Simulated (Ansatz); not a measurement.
# YN: response to strain

Consider YN in the rock salt structure (space group Fm-3m, No. 225; a = 4.856 Å).

Strains are applied to the cell and any free atomic positions relax.

Method: Ansatz (a quantum-chemistry and plane-wave program) PBEsol, no spin-orbit coupling.

Notes on the quantities. energy relative to the base: free energy F.

```json
[
 {"variant": "base", "energy relative to the base": "0 meV/atom", "volume per atom": "14.31 Å³", "pressure": "0.0 GPa", "band gap": "0.08 eV"},
 {"variant": "isotropic strain −3.00 %", "energy relative to the base": "+68 meV/atom", "volume per atom": "13.06 Å³", "pressure": "18.9 GPa", "band gap": "zero"},
 {"variant": "isotropic strain −2.50 %", "energy relative to the base": "+47 meV/atom", "volume per atom": "13.27 Å³", "pressure": "15.2 GPa", "band gap": "zero"},
 {"variant": "isotropic strain −2.00 %", "energy relative to the base": "+29 meV/atom", "volume per atom": "13.47 Å³", "pressure": "11.8 GPa", "band gap": "zero"},
 {"variant": "isotropic strain −0.50 %", "energy relative to the base": "+1.7 meV/atom", "volume per atom": "14.10 Å³", "pressure": "2.7 GPa", "band gap": "zero"},
 {"variant": "isotropic strain +0.50 %", "energy relative to the base": "+1.7 meV/atom", "volume per atom": "14.53 Å³", "pressure": "-2.48 GPa", "band gap": "0.10 eV"},
 {"variant": "isotropic strain +1.00 %", "energy relative to the base": "+6.7 meV/atom", "volume per atom": "14.75 Å³", "pressure": "-4.80 GPa", "band gap": "0.13 eV"},
 {"variant": "isotropic strain +1.50 %", "energy relative to the base": "+15 meV/atom", "volume per atom": "14.97 Å³", "pressure": "-6.96 GPa", "band gap": "0.16 eV"},
 {"variant": "isotropic strain +2.00 %", "energy relative to the base": "?", "volume per atom": "15.19 Å³", "pressure": "?", "band gap": "?"},
 {"variant": "isotropic strain +2.50 %", "energy relative to the base": "+40 meV/atom", "volume per atom": "15.42 Å³", "pressure": "-10.85 GPa", "band gap": "0.21 eV"}
]
```

Task: Some entries are withheld; estimate them.

Result: 
- isotropic strain +2.00 %, energy relative to the base: +26 meV/atom
- isotropic strain +2.00 %, pressure: -8.98 GPa
- isotropic strain +2.00 %, band gap: 0.18 eV

The mesh was chosen for an insulator and is coarse for the gapless case. Stability against distortions was not tested. The final runs are not spin-polarised. Gaps under 0.05 eV, about the width of the smearing, are given as zero. A zero or small gap of YN can be the functional's error rather than a property of the material.
